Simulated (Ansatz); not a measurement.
System: SnO2 (P4₂/mnm, No. 136, 12 atoms in the cell; start mp-1041584). Method: r²SCAN+rVV10 (PAW; Ansatz, a program for electronic structure).

Numerical settings: plane-wave cutoff 560 eV, 8×8×8 k mesh, Fermi–Dirac smearing 0.01 eV, scalar-relativistic PAW data made under PBE.

Cell (relaxed at this level):

```cif
data_O8Sn4
_chemical_formula_sum 'Sn4 O8'
_space_group_name_H-M_alt 'P 1'
_space_group_IT_number 1
_cell_length_a 5.72226
_cell_length_b 5.72226
_cell_length_c 5.72226
_cell_angle_alpha 112.033
_cell_angle_beta 108.206
_cell_angle_gamma 108.206
loop_
_space_group_symop_operation_xyz
  'x, y, z'
loop_
_atom_site_label
_atom_site_type_symbol
_atom_site_fract_x
_atom_site_fract_y
_atom_site_fract_z
_atom_site_occupancy
Sn1 Sn 0.00000 0.25000 0.75000 1
Sn2 Sn 0.00000 0.75000 0.25000 1
Sn3 Sn 0.50000 0.50000 0.50000 1
Sn4 Sn 0.50000 0.00000 0.00000 1
O1 O 0.19424 0.19424 0.50000 1
O2 O 0.80576 0.80576 0.50000 1
O3 O 0.19424 0.69425 0.00000 1
O4 O 0.80576 0.30575 0.00000 1
O5 O 0.69424 0.75000 0.94424 1
O6 O 0.30576 0.25000 0.05576 1
O7 O 0.30575 0.75000 0.55576 1
O8 O 0.69425 0.25000 0.44424 1
```

Q: Estimate the band gap that the calculation returns.

A: 
- band gap: 1.82 eV

Spin–orbit coupling is not included.

A start named mp-… is a Materials Project structure, which need not be a measured phase.
